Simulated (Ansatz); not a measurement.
Ansatz (a quantum-chemistry and plane-wave program) run on VW3 (I4mm, 4 atoms in the cell): self-consistent single point.

Computed with LDA (PW92), default PAW files made with PBE (plane waves; Ansatz).

```
VW3
1.0
    0.00000     3.10949     3.10949
    3.10949     0.00000     3.10949
    3.10949     3.10949     0.00000
V W
1 3
Direct
  0.00804   0.00804   0.99196
  0.25000   0.25000   0.25000
  0.75000   0.75000   0.75000
  0.50000   0.50000   0.50000
```

Reference input (self-consistent single point, DFT, LDA (PW92), plane waves, default PAW files made with PBE): basis.ecutwfc = 420 eV; kpoints.mp_grid.grid = 9 9 9; hamiltonian.xc = lda; hamiltonian.pseudopotentials = {kind: paw} (the program's default PAW files); scf.occupations.method = gaussian; scf.occupations.width = 0.1 eV. This run's input differs from it in these lines:

Ansatz 0.2 input:
```diff
@@ -14,3 +14,3 @@
   mp_grid:
-    grid: [9, 9, 9]
+    grid: [8, 8, 8]
 hamiltonian:
@@ -22,3 +22,3 @@
     method: gaussian
-    width: 0.1
+    width: 0.02
 output:
```

Output (repeated stretches shortened):

```
SCF iter   1: F=—  HF=-33250.315166 eV  |F-HF|=—  |Δ(HF+E_count)|=         —  Δρ=6.77e-3  dr2=2.99e-2  ethr=1.77e-3  ⟨swp⟩=4.9  Hψ=7539  notcnv=0
all-band conjugate gradients solve this SCF's bands
preconditioner: auto → Kerker (q_TF=auto, 2.688 Å⁻¹)
SCF iter   2: F=—  HF=-33250.311664 eV  |F-HF|=—  |Δ(HF+E_count)|=   3.50e-3  Δρ=3.71e-3  dr2=7.07e-3  ethr=5.44e-5  ⟨swp⟩=2.0  Hψ=2690  notcnv=0  defer=77
SCF iter   3: F=—  HF=-33250.310660 eV  |F-HF|=—  |Δ(HF+E_count)|=   1.00e-3  Δρ=5.84e-4  dr2=1.06e-4  ethr=1.29e-5  ⟨swp⟩=2.0  Hψ=2736  notcnv=0  defer=78
SCF iter   4: F=—  HF=-33250.310649 eV  |F-HF|=—  |Δ(HF+E_count)|=   1.12e-5  Δρ=7.15e-5  dr2=3.62e-6  ethr=1.93e-7  ⟨swp⟩=2.4  Hψ=2867  notcnv=0  defer=78
SCF iter   5: F=—  HF=-33250.310644 eV  |F-HF|=—  |Δ(HF+E_count)|=   4.44e-6  Δρ=1.45e-5  dr2=6.98e-8  ethr=6.59e-9  ⟨swp⟩=2.1  Hψ=2247  notcnv=0  defer=78
SCF iter   6: F=-33250.310644 eV  HF=-33250.310644 eV  |F-HF|=1.33e-9  |Δ(HF+E_count)|=   1.16e-8  Δρ=2.94e-6  dr2=3.37e-9  ethr=1.27e-10  ⟨swp⟩=6.7  Hψ=7560  notcnv=0
SCF 1 converged in 6 iterations: F = -33250.310644 eV  dr2 = 3.37e-9
Free energy (F): -33250.310644 eV
Internal energy: -33250.309522 eV  (E = F + TS)
E sigma→0 (E₀):  -33250.310083 eV
Entropy (-TS):   -0.001122 eV (-0.280 meV/atom)
Fermi energy:    20.977189 eV
--- Forces (eV/Å), atoms counted from 1 ---
  atom   1  V      0.00000000     0.00000000    -0.62960128
  atom   2  W     -0.00000000    -0.00000000     0.24469553
  atom   3  W      0.00000000     0.00000000     0.24469553
  atom   4  W      0.00000000     0.00000000     0.14019865
--- Stress (GPa, compression-positive) ---
       -6.504485       0.000000      -0.000000
        0.000000      -6.504485      -0.000000
       -0.000000      -0.000000      -6.477120
  P = ⅓ Tr σ = -6.4954 GPa (-64.954 kbar)
  The stress holds the Pulay correction. Without it, at fixed plane waves, as pw.x and ABINIT print it: P = -6.5450 GPa
```

The run converged in 6 iterations. Against the reference run the free energy goes up by 4.4 meV/atom, the pressure goes from -6.81 to -6.50 GPa and the largest force goes from 0.660 to 0.630 eV/Å.

The starting cell comes from a database of computed structures (which also holds hypothetical and non-ambient phases and stackings), without a prior relaxation at this level. Its lattice was rescaled by up to half a per cent. One atom was moved a little off its site on purpose. Spin polarisation is off. With a pressure of about -6 GPa the cell is away from its equilibrium volume at this level. Ansatz's pressure includes its estimate of the finite-basis (Pulay) stress.
